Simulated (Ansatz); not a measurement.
## Hypothetical diamond Cu: response to strain

Start from Cu in the diamond structure (space group Fd-3m, No. 227; a = 5.3525 Å; a hypothetical phase, not in the database extracts checked; relaxed with 0.1 eV smearing). Axes: x, y, z lie along the cube axes.

Strains are applied to the cell and any free atomic positions relax; under biaxial strain the out-of-plane vector relaxes too.

All numbers come from PBE (Ansatz, a quantum-chemistry and plane-wave program), no SOC.

Notes on the quantities. energy relative to the base: free energy F; pressure: mean of the normal stresses, compression positive.

| case | energy relative to the base | pressure | volume per atom | space group |
|---|---|---|---|---|
| base | 0 meV/atom | 0.0 GPa | 19.17 Å³ | Fd-3m (No. 227) |
| biaxial strain −3.51 %, plane normal [110], relaxed out of plane | -23 meV/atom | -2.9 GPa | 19.74 Å³ | Imma (No. 74) |
| uniaxial strain ε_yy = +4.15 % | +4.1 meV/atom | -2.1 GPa | 19.96 Å³ | I4_1/amd (No. 141) |
| uniaxial strain ε_zz = −2.84 % | +2.0 meV/atom | 1.6 GPa | 18.62 Å³ | I4_1/amd (No. 141) |
| tensor shear ε_yz = −1.08 % | -0.7 meV/atom | 0.0 GPa | 19.17 Å³ | Imma (No. 74) |
| tensor shear ε_xz = −0.94 % | -0.5 meV/atom | 0.0 GPa | 19.17 Å³ | Imma (No. 74) |

Stability against distortions was not tested. All final runs are without spin polarisation. Under biaxial strain −3.51 %, plane normal [110], relaxed out of plane, tensor shear ε_yz = −1.08 % and tensor shear ε_xz = −0.94 % the cell ends below the base's energy or with stress of the wrong sign: the atoms slid into a distortion or the cell is elastically unstable, so the base is not a stable minimum at this level.
